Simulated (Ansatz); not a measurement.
Fluorite NiSi₂, treated with r²SCAN (PAW; Ansatz, a quantum-chemistry and plane-wave program).

Numerical settings: plane-wave cutoff 560 eV, 18×18×18 k mesh, Fermi–Dirac smearing 0.05 eV, no spin polarisation, scalar-relativistic PAW data made under PBE.

Cell (relaxed at this level):

```cif
data_Ni4Si8
_chemical_formula_sum 'Si8 Ni4'
_space_group_name_H-M_alt 'Fm-3m'
_space_group_IT_number 225
_space_group_name_Hall '-F 4 2 3'
_cell_length_a 5.38588
_cell_length_b 5.38588
_cell_length_c 5.38588
_cell_angle_alpha 90.000
_cell_angle_beta 90.000
_cell_angle_gamma 90.000
loop_
_atom_site_label
_atom_site_type_symbol
_atom_site_symmetry_multiplicity
_atom_site_Wyckoff_symbol
_atom_site_fract_x
_atom_site_fract_y
_atom_site_fract_z
_atom_site_occupancy
Si1 Si 8 c 0.25000 0.25000 0.25000 1
Ni1 Ni 4 a 0.00000 0.00000 0.00000 1
```
(The calculation used a cell of 3 atoms; values per cell refer to that cell.)

**Question.** What does this level give for the bulk modulus B0 and pressure derivative B′ of the bulk modulus?

**Answer.** 
- bulk modulus B0: 162 GPa
- pressure derivative B′ of the bulk modulus: 4.8

The run finds no gap.

Static lattice: no zero-point or thermal effects.

The result took very roughly 2.5 core-minutes.
